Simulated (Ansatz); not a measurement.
Start from CoSi$_{2}$ (space group Fm-3m, No. 225; not spin-polarised; relaxed with 0.1 eV smearing).

```xyz
3
Lattice="0.0000 2.6577 2.6577 2.6577 0.0000 2.6577 2.6577 2.6577 0.0000" Properties=species:S:1:pos:R:3 pbc="T T T"
Co     0.0000     0.0000     0.0000
Si     1.3289     1.3289     1.3289
Si     3.9866     3.9866     3.9866
```

Cartesian axes are those of the cell as printed.

Level of theory: r2SCAN (Ansatz, a program for electronic structure; PAW; 500 eV plane waves; scalar-relativistic without spin-orbit coupling).

One thing is altered: tensile biaxial strain of 1.45 % in the plane normal to [111], as in epitaxy on a mismatched substrate; the out-of-plane cell vector and the atoms relax.

Q: What happens to the out-of-plane strain and in-plane stress?

A: The out-of-plane strain amounts to -1.03 %; the mean in-plane stress (compression positive) is -5.2 GPa.

Whether these cells are dynamically stable was not tested. Seeded moments were not kept for the base. The final runs are not spin-polarised. An odd electron count without spin: CoSi2.
